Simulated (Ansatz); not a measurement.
Base system: MgO in the rock salt structure (space group Fm-3m, No. 225).

```
CELL_PARAMETERS angstrom
      0.00000     2.12722     2.12722
      2.12722     0.00000     2.12722
      2.12722     2.12722     0.00000
ATOMIC_POSITIONS crystal
  O  0.00000 0.00000 0.00000
  Mg 0.50000 0.50000 0.50000
```

The values are results of PBE in Ansatz (plane waves to 420 eV, PAW, scalar-relativistic without spin-orbit coupling), earlier PAW set, not measurements.

For the base:

The width of the top valence band comes out as 1.71 eV. The gap character is direct at Γ. The volume per atom is 9.63 Å³.

The change: every O is replaced by S; the structure is relaxed again.

Task: What does the calculation give for the width of the top valence band, gap character and volume per atom after the change?

Result: The width of the top valence band goes up by 0.60 eV to 2.31 eV; the gap character goes from direct at Γ to indirect, Γ → X; the volume per atom goes up by 8.25 Å³ to 17.88 Å³.

Stability against distortions was not tested.

Ansatz is a quantum-chemistry and plane-wave program.
